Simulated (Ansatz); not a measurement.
The parent structure is Hf in the hcp (Mg type) structure (space group P6_3/mmc, No. 194; a = 3.198 Å, c = 5.049 Å; relaxed with 0.1 eV smearing).

Structures relaxed with r2SCAN, PAW, 500 eV (Ansatz, a quantum-chemistry and plane-wave program; no spin-orbit coupling).

Base:

Simulated powder pattern, Cu Kα1, λ = 1.54056 Å (kinematic, ideal powder, no thermal factors, no anomalous dispersion; the 8 strongest lines at most, above 2 %, up to 2θ = 90°):

| 2θ (°) | I/Imax (%) | hkl |
|---|---|---|
| 32.29 | 24 | (100) |
| 35.53 | 25 | (002) |
| 36.99 | 100 | (101) |
| 48.77 | 16 | (102) |
| 57.59 | 19 | (110) |
| 64.76 | 20 | (103) |
| 69.53 | 22 | (112) |
| 70.44 | 16 | (201) |

After one change:

Simulated powder pattern, Cu Kα1, λ = 1.54056 Å (kinematic, ideal powder, no thermal factors, no anomalous dispersion; the 8 strongest lines at most, above 2 %, up to 2θ = 90°):

```tsv
2θ (°)	I/Imax (%)
31.97	24
35.17	25
36.61	100
48.25	16
56.97	19
64.05	20
68.74	22
69.64	16
```

Task: Which of these changes matches the shifts?
A) isotropic strain +2.50 %
B) isotropic strain +3.00 %
C) isotropic strain +1.00 %
D) isotropic strain +0.50 %

Result: C, isotropic strain +1.00 %. Its volume per atom is 23.04 Å³ against 22.36 Å³, and its space group is P6_3/mmc (No. 194).

Whether these cells are dynamically stable was not tested. The final runs are not spin-polarised.
